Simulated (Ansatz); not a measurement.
**Response to strain in MoS2**

The parent structure is MoS$_{2}$ (space group P6_3/mmc, No. 194; a = 3.149 Å, c = 12.089 Å; layered, stacked along the Cartesian z axis). Axes: x lies along a and z along c of the hexagonal cell.

Strains are applied to the cell and any free atomic positions relax.

Method: plane-wave PAW DFT at the PBE-D3(BJ) level (Ansatz, a quantum-chemistry and plane-wave program, 420 eV), no spin-orbit coupling.

Notes on the quantities. energy relative to the base: free energy F.

```csv
uniaxial strain ε_zz (%),energy relative to the base (meV/atom)
0,0.0
0.6,0.1
1.2,?
1.8,1.0
2.4,1.7
3,2.5
```

### Question
Fit ΔE = Aε² + Bε³ (ε in %) to the rows shown and predict the withheld row.

### Answer
Least squares on the printed values gives A = 0.356 and B = -0.026 meV/atom (largest residual 0.0 meV/atom); this predicts 0.5 meV/atom, and the run gives 0.5 meV/atom, in agreement.

Whether these cells are dynamically stable was not tested.
